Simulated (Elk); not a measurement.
Worked example: self-consistent single point of Zn₃Ir (I4/mmm, 4 atoms in the cell) in Elk.

Method: LDA (PW92), all-electron FP-LAPW, Elk's shipped species files, LAPW+lo basis (Elk).

```xyz
4
Lattice="-1.8526 1.8526 4.0313 1.8526 -1.8526 4.0313 1.8526 1.8526 -4.0313" Properties=species:S:1:pos:R:3 pbc="T T T"
Zn     0.0000     1.8526     2.0156
Zn     1.8526     0.0000     2.0156
Zn     0.0000     0.0000     4.0313
Ir     0.0000     0.0000     0.0000
```

Reference input (self-consistent single point, DFT, PBEsol, all-electron FP-LAPW, Elk's shipped species files, LAPW+lo basis): xctype = 22; rgkmax = 7.5; stype = 0; swidth = 0.00999582 Ha; ngridk = 8 8 8; gmaxvr = 16 1/bohr; nxoapwlo = 1; rmtscf = 0.89. This run's input differs from it in these lines:

```diff
@@ -4,3 +4,3 @@
 xctype
-  22
+  3
```

Output, abridged:

```
│ Self-consistent loop started │
│ Loop number : 1 │
 total energy                :     -23245.1521008
│ Loop number : 2 │
 total energy                :     -23244.7498893
RMS change in Kohn-Sham potential (target) :   0.2436728835     (  0.1000000000E-05)
Absolute change in total energy (target)   :   0.4022114669     (  0.1000000000E-03)
│ Loop number : 3 │
 total energy                :     -23242.0156152
RMS change in Kohn-Sham potential (target) :   0.1346107150     (  0.1000000000E-05)
Absolute change in total energy (target)   :    2.834827014     (  0.1000000000E-03)
│ Loop number : 4 │
   [... lines left out ...]
Absolute change in total energy (target)   :   0.7266962566E-03 (  0.1000000000E-03)
│ Loop number : 14 │
 total energy                :     -23228.3953715
RMS change in Kohn-Sham potential (target) :   0.2452010767E-05 (  0.1000000000E-05)
Absolute change in total energy (target)   :   0.1833062735E-02 (  0.1000000000E-03)
│ Loop number : 15 │
 total energy                :     -23228.3958637
RMS change in Kohn-Sham potential (target) :   0.7567423663E-06 (  0.1000000000E-05)
Absolute change in total energy (target)   :   0.3386255048E-04 (  0.1000000000E-03)
Convergence targets achieved

│ Loop number : 16 │

Energies :
 Fermi                       :     0.329901165724
 total energy                :     -23228.3959295

Density of states at Fermi energy :    34.02382815
 (states/Hartree/unit cell)

Estimated indirect band gap :   0.1464957937E-02
 from k-point     29 to k-point     39
Estimated direct band gap   :   0.2937484916E-01
 at k-point     27

Charges :
 core                        :    84.00000000
 valence                     :    83.00000000
 interstitial                :    6.200175625
 muffin-tins (core leakage)
  species :    1 (Zn)
   atom    1                 :    28.45357848     (  0.4017029747E-03)
   atom    2                 :    28.45357848     (  0.4017029747E-03)
   atom    3                 :    28.46941455     (  0.4025973506E-03)
  species :    2 (Ir)
   atom    1                 :    75.42325286     (  0.1172995924E-02)
 total in muffin-tins        :    160.7998244
 total calculated charge     :    166.9779716
 total charge                :    167.0000000
 error                       :   0.2202841898E-01

│ Self-consistent loop stopped │
```

The run converged in 16 iterations. The count includes the last loop, which Elk runs after its targets are met. 

The starting cell comes from a database of computed structures (which also holds hypothetical and non-ambient phases and stackings), without a prior relaxation at this level. Its lattice was rescaled by a random factor within 2.5 % of one. Spin-orbit coupling is off. Spin polarisation is off. Values depend on the basis (sphere radii, cutoffs, local orbitals), which need not be converged. The log's line on a gap gives a spacing of levels on this mesh, which the program prints for metals too.

Cost on one core of a shared machine: roughly 70 s.
